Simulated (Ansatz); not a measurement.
The reference is Zr in the hcp (Mg type) structure (space group P6_3/mmc, No. 194; a = 3.182 Å, c = 5.124 Å; relaxed with 0.1 eV smearing).

Calculations: PBEsol (Ansatz, a quantum-chemistry and plane-wave program, PAW, no spin-orbit coupling).

Base values:

- Pressure = 0.0 GPa
- Band gap = zero

Perturbation: an isotropic linear strain of +2.00 %; the atoms relax in the strained cell.

Question: Estimate the effect on the energy relative to the base.

Answer: The energy increases by 24 meV/atom.

Question: Estimate the effect on the pressure.

Answer: The pressure (mean of the normal stresses, compression positive) goes from zero to -5.3 GPa.

Question: How does this affect the band gap?

Answer: The band gap stays zero.

Whether these cells are dynamically stable was not tested. All final runs are without spin polarisation.
